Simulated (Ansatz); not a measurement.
Start from MgF$_{2}$ in the rutile structure (space group P4_2/mnm, No. 136; a = 4.639 Å, c = 3.062 Å). Axes: x, y, z lie along a, b, c of the conventional cell.

One thing is altered: biaxial strain −3.88 %, plane normal [001], relaxed out of plane (Cartesian); in-plane vectors clamped, the third vector and the atoms free.

Levels (all Ansatz, an electronic-structure program, PAW): PBEsol (420 eV, no spin-orbit coupling); r2SCAN (500 eV, without spin-orbit coupling); HSE06 (420 eV, no spin-orbit coupling).

One geometry, relaxed with PBEsol, under each level:

| level | band gap | lowest conduction level above the VBM at special points | pressure |
|---|---|---|---|
| PBEsol | 7.14 eV | Γ 7.14 eV; X 9.65 eV; M 11.40 eV; Z 11.70 eV | 5.28 GPa |
| r2SCAN | ? | ? | ? |
| HSE06 | 9.65 eV | Γ 9.65 eV; X 12.22 eV; M 13.99 eV | – |

### Question
Give the withheld r2SCAN results.

### Answer

- r2SCAN, band gap: 8.24 eV
- r2SCAN, lowest conduction level above the VBM at special points: Γ 8.24 eV; X 10.77 eV; M 12.51 eV; Z 12.88 eV
- r2SCAN, pressure: 4.10 GPa

Single points use the geometry relaxed with PBEsol. Their cutoffs differ, which shifts pressures a little. No phonon test of stability was made. The base started in Pnnm and relaxed to P4_2/mnm at this level.
